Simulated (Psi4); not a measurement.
Psi4 1.11, PBE/def2-svpd: [SiH3]C[Si@@H]1C=CC1, 16 atoms. The geometry is a generated start, not checked to be a minimum at this level.

```
Quantity                                                  Value
-------------------------------  ------------------------------
task                                                   gradient
method                                                      pbe
basis                                                 def2-svpd
memory                                                     7 GB
scf_type                                           df (default)
guess                            auto, which took SAD (default)
diis_max_vecs                                      10 (default)
scf_initial_accelerator                         adiis (default)
e_convergence                                   1e-08 (default)
d_convergence                                   1e-08 (default)
basis functions (reference run)                             208
grid points (reference run)                             2887210
```

```xyz
16

Si     2.4894    -0.1781     0.0506
C      0.9617     0.0837     1.0511
Si    -0.3033     0.7267    -0.0945
C     -2.0454     0.6837     0.5499
C     -2.4697    -0.3080    -0.2659
C     -1.1906    -0.6105    -1.0734
H      2.9860     1.0982    -0.5223
H      2.2446    -1.1411    -1.0535
H      3.5604    -0.7361     0.9126
H      1.1569     0.7902     1.8642
H      0.6450    -0.8556     1.5159
H      0.0056     1.9856    -0.8205
H     -2.5553     1.2596     1.3183
H     -3.4560    -0.7771    -0.3452
H     -1.2509    -0.4052    -2.1470
H     -0.7783    -1.6159    -0.9404
```

Differences are taken against the run with dft_radial_points = 200, dft_spherical_points = 974, dft_pruning_scheme = none (default); no run here is proven converged. Single runs; times are not shown.

Settings tried, all else as in the reference:
- dft_radial_points = 35, dft_spherical_points = 110
- dft_radial_points = 75 (default), dft_spherical_points = 302 (default)
- dft_radial_points = 50, dft_spherical_points = 194
- dft_radial_points = 99, dft_spherical_points = 590, dft_pruning_scheme = robust
- dft_radial_points = 75 (default), dft_spherical_points = 302 (default), dft_pruning_scheme = treutler
- dft_radial_points = 99, dft_spherical_points = 590
- dft_radial_points = 25, dft_spherical_points = 50
- dft_radial_points = 150, dft_spherical_points = 770
- dft_radial_points = 75 (default), dft_spherical_points = 434
- dft_radial_points = 75 (default), dft_spherical_points = 302 (default), dft_pruning_scheme = robust
- dft_radial_points = 99, dft_spherical_points = 590, dft_pruning_scheme = treutler

Problem. Which of these stay within 0.10 meV/atom in energy, 1.0 meV/Å in forces (largest component) of the reference run?

Solution. Within it: dft_radial_points = 150, dft_spherical_points = 770; dft_radial_points = 99, dft_spherical_points = 590; dft_radial_points = 99, dft_spherical_points = 590, dft_pruning_scheme = robust. At the edge (between 0.75 and 1.33 times the tolerance): dft_radial_points = 75 (default), dft_spherical_points = 434. Outside: dft_radial_points = 75 (default), dft_spherical_points = 302 (default), dft_pruning_scheme = robust; dft_radial_points = 75 (default), dft_spherical_points = 302 (default); dft_radial_points = 50, dft_spherical_points = 194; dft_radial_points = 99, dft_spherical_points = 590, dft_pruning_scheme = treutler; dft_radial_points = 75 (default), dft_spherical_points = 302 (default), dft_pruning_scheme = treutler; dft_radial_points = 35, dft_spherical_points = 110; dft_radial_points = 25, dft_spherical_points = 50.

| setting | grid points | energy against the reference | difference in forces (largest component) |
|---|---|---|---|
| the reference | 2887210 | — | — |
| dft_radial_points = 150, dft_spherical_points = 770 | 1723521 | under 0.001 meV/atom | 0.094 meV/Å |
| dft_radial_points = 99, dft_spherical_points = 590 | 874907 | +0.0012 meV/atom | 0.41 meV/Å |
| dft_radial_points = 99, dft_spherical_points = 590, dft_pruning_scheme = robust | 610879 | +0.0012 meV/atom | 0.41 meV/Å |
| dft_radial_points = 75 (default), dft_spherical_points = 434 | 490031 | −0.0039 meV/atom | 1.0 meV/Å |
| dft_radial_points = 75 (default), dft_spherical_points = 302 (default), dft_pruning_scheme = robust | 233386 | −0.038 meV/atom | 2.7 meV/Å |
| dft_radial_points = 75 (default), dft_spherical_points = 302 (default) | 341134 | −0.039 meV/atom | 2.7 meV/Å |
| dft_radial_points = 50, dft_spherical_points = 194 | 148538 | −0.23 meV/atom | 9.1 meV/Å |
| dft_radial_points = 99, dft_spherical_points = 590, dft_pruning_scheme = treutler | 453823 | −0.059 meV/atom | 12 meV/Å |
| dft_radial_points = 75 (default), dft_spherical_points = 302 (default), dft_pruning_scheme = treutler | 186922 | −0.092 meV/atom | 12 meV/Å |
| dft_radial_points = 35, dft_spherical_points = 110 | 59104 | −1.9 meV/atom | 27 meV/Å |
| dft_radial_points = 25, dft_spherical_points = 50 | 19295 | +38 meV/atom | 160 meV/Å |

Total energies are compared; such shifts often cancel in part in energy differences. The gradients leave out the derivatives of the grid weights. The tolerance is a choice made for this comparison.
